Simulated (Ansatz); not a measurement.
**Response to strain in BeTe**

The reference is BeTe in the zinc blende structure (space group F-43m, No. 216; a = 5.657 Å). Axes: x, y, z lie along the cube axes.

Strains are applied to the cell and any free atomic positions relax; under biaxial strain the out-of-plane vector relaxes too.

Calculations: r2SCAN (Ansatz, a program for electronic structure, PAW, scalar-relativistic without spin-orbit coupling).

```csv
"biaxial strain, plane normal [001], relaxed out of plane (%)",band gap (eV)
-4.29,1.89
-2.42,2.11
-1.04,?
0,2.38
```

Q: Fit E_g = E₀ + Dε (ε in %) to the rows shown and predict the withheld row.

A: Least squares on the printed values gives E₀ = 2.38 eV, D = 114 meV per % of strain (largest residual 0.00 eV); this predicts 2.26 eV, and the run gives 2.27 eV, in agreement.

Spin-orbit coupling, missing from the scalar runs, can matter with Te. Stability against distortions was not tested.
